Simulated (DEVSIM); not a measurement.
System: Ti/Si3N4/p-Si capacitor, at 300 K.

Layer 1 from the left is Si3N4, thickness (nm) 5.00. Layer 2 from the left is Si, thickness (nm) 800, Na (cm⁻³) 5.2e17.

Metal gate on the left, work function 4.33 eV. Fixed charge at the semiconductor interface 0 cm⁻² (in units of +e); no interface traps.

The device is made up for the run: typed textbook-type constants, with dimensions and the other settings drawn at random. Values at 300 K.

Si3N4: gap (eV) 5.1, affinity (eV) 2.1, permittivity 7.5. Si: gap (eV) 1.124, affinity (eV) 4.05, permittivity 11.7, Nc (cm⁻³) 2.86e19, Nv (cm⁻³) 3.1e19.

Question: Estimate by hand the flat-band voltage, the threshold voltage, and compare with a numerical solution.

Answer: 
- Flat-band voltage: C = 1.33 μF/cm², work-function difference -0.738 V; VFB = φms − qNf/C = -0.74 V; numerical -0.74 V.
- Threshold voltage: φF = 0.457 V, depletion charge √(4εqNφF) = 3.97e-7 C/cm²; VT = VFB + 2φF + Qd/C = 0.48 V; numerical 0.48 V.

Simulated with DEVSIM: 1D Poisson equation in equilibrium, Boltzmann statistics, complete ionisation; no quantum confinement or tunnelling. Metal contacts follow the ideal Schottky-Mott rule: no Fermi-level pinning, no interface dipoles.
